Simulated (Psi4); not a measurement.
Psi4 1.11, unrestricted BP86/def2-tzvp: Co(OH)2 ([OH][Co][OH]), charge 0, multiplicity 4, 5 atoms. The geometry is a generated start, not checked to be a minimum at this level.

task: energy
method: bp86
basis: def2-tzvp
memory: 3 GB
maxiter: 100
keys of the molecule block: symmetry c1
scf_type: df (default)
guess: auto, which took SAD (default)
scf_initial_accelerator: adiis (default)
e_convergence: 1e-06 (default)
d_convergence: 1e-06 (default)
dft_radial_points: 75 (default)
dft_spherical_points: 302 (default)
basis functions: 119
grid points: 109345

```xyz
5

Co    -0.0083    -0.0272    -0.0154
O      1.1621     0.0942    -1.1868
H      1.8873     0.3033    -1.7600
O     -1.1811    -0.1645     1.1514
H     -1.8600    -0.2058     1.8108
```

Charge 0 and multiplicity 4 are set for this test and not shown to be the ground state.

One run each on 2 threads. Values of diis_max_vecs tried: 3, 6, 10 (default), 20.

Predict the course of the SCF iterations along this series.

Fewest SCF iterations, within one of each other: 10 (default) with 16, 20 with 16. The count rises to 18 at 6. The run ends without SCF convergence in 100 iterations at 3.

```
diis_max_vecs  SCF iterations             end
-------------  --------------  --------------
3                         100  no convergence
6                          18   same solution
10 (default)               16   same solution
20                         16   same solution
```
